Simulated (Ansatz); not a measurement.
Base system: InSb in the zinc blende structure (space group F-43m, No. 216).

```
InSb
1.0
    0.00000     3.25944     3.25944
    3.25944     0.00000     3.25944
    3.25944     3.25944     0.00000
In Sb
1 1
Direct
  0.00000   0.00000   0.00000
  0.25000   0.25000   0.25000
```

Level of theory: PBEsol/PAW in Ansatz (an electronic-structure program), spin-orbit coupling left out.

Strains are applied to the cell and any free atomic positions relax.

One change was made to it. Results:

The pressure goes from zero to -2.2 GPa; the energy increases by 15 meV/atom.

**Question.** Which change produced these results?
(A) isotropic strain −2.00 %
(B) isotropic strain +2.50 %
(C) isotropic strain +2.00 %
(D) isotropic strain +1.00 %
(E) isotropic strain −0.50 %

**Answer.** C, isotropic strain +2.00 %. For comparison, the energy relative to the base in the other runs: isotropic strain −0.50 % gives +1.1 meV/atom; isotropic strain −2.00 % gives +18 meV/atom; isotropic strain +2.50 % gives +24 meV/atom; isotropic strain +1.00 % gives +4.0 meV/atom.

Stability against distortions was not tested. All final runs are without spin polarisation.
